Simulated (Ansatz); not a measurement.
Results of LDA (plane waves, PAW; Ansatz, a quantum-chemistry and plane-wave program) for Ti4AlN3 (P6₃/mmc, No. 194).

Numerical settings: plane-wave cutoff 500 eV, 18×18×2 k mesh (along the axes of the cell as run), Fermi–Dirac smearing 0.05 eV, no spin polarisation, scalar-relativistic PAW data made under PBE.

Computed at the level's own relaxed cell.

Task: What does this level give for the volume per atom, lattice constant a and lattice parameter c?

Result: 
* **volume per atom**: 10.79 Å³/atom
* **lattice constant a**: 2.940 Å
* **lattice parameter c**: 23.060 Å

Note: the run has no spin polarisation, so it can have missed a magnetic state.
